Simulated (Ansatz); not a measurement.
bcc Eu was calculated with r²SCAN+rVV10 (PAW; Ansatz, a first-principles code).

Settings: plane-wave cutoff 560 eV, 18×18×18 k mesh, Fermi–Dirac smearing 0.05 eV, spin-polarised with parallel moments, scalar-relativistic PAW data made under PBE.

Results at a series of volumes:

```tsv
V (Å³/atom)	E − E_lowest (meV/atom)	P (GPa)
39.894	7.60	0.994
40.743	3.28	0.638
41.592	0.79	0.306
42.440	0.00	-0.003
43.289	0.78	-0.289
44.138	3.02	-0.552
44.987	6.60	-0.794
```

Problem. Fit the third-order Birch–Murnaghan equation and give B0 and B′.

Solution. V0 = 42.433 Å³/atom, B0 = 14.8 GPa, B′ = 2.8 (fit to the energies at full precision).

Measured, for comparison: bulk modulus 10.9 ± 0.6 GPa (room temperature, no zero-point or thermal correction, our sources range from 10.9 to 11.7; as tabulated in arXiv:1012.3782); equilibrium volume per atom 48.10 Å³/atom (293 K, no zero-point or thermal correction; as tabulated in Wikipedia's data pages). Computed (rounded) less measured: bulk modulus +36 % (+26 % to +36 % over the range), equilibrium volume per atom -11.8 %.

Note: the 4f shell is treated without U or exact exchange, so its levels and filling can be wrong; the collinear magnetic order is the start's and need not be the measured one.

Spin–orbit coupling is not included.
